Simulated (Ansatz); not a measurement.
Step by step: formation energy of Ir_Mo in Mo (bcc, Im-3m)

Consider the formation energy of Ir_Mo in Mo (bcc, Im-3m). Reaction: 63 Mo (bcc) + Ir (fcc) → cell A.

A: a supercell of 64 sites of Mo (bcc, Im-3m) with Ir on a Mo site (8 Mo at 2.77 Å); spin state with PBE: run without spin.

Setting: static, neutral cells in Ansatz (PAW) whose structures rest at the PBE level. Ansatz (a quantum-chemistry and plane-wave program) runs with its default PAW set. Larger cells are relaxed from a start prepared with the learned potential CHGNet, on a coarser mesh till forces fall under 0.03 eV/Å, which some starts already meet. A dispersion term (D3(BJ), or D4 for r2SCAN) was computed beside these levels and is taken off wherever the name lacks it. Spin-orbit coupling is left out. Mesh and cell size may move defect energies by 0.1 eV or more. Cell A has symmetry Im-3m within 0.02 Å and got no random move, so less symmetric positions, which may lie lower, weren't tried.

Total energies of the cells in eV, at zero smearing width. They compare only within one column; the weights balance every element.

| cell | atoms | weight | PBE |
|---|---|---|---|
| A: Mo:Ir_Mo | 64 | +1 | -324164.59759 |
| Mo (bcc) | 64 | −63/64 | -317185.64310 |
| Ir (fcc) | 1 | −1 | -11935.31051 |

PBE: (-324164.59759) − 63/64 × (-317185.64310) − (-11935.31051) = 0.330 eV.

What follows from the PBE value: With the reservoirs of the reaction as written, and without entropy terms or charged states, the share of sites that hold the defect in equilibrium is exp(−0.33 eV/k_BT) = 0.022 at 1000 K.
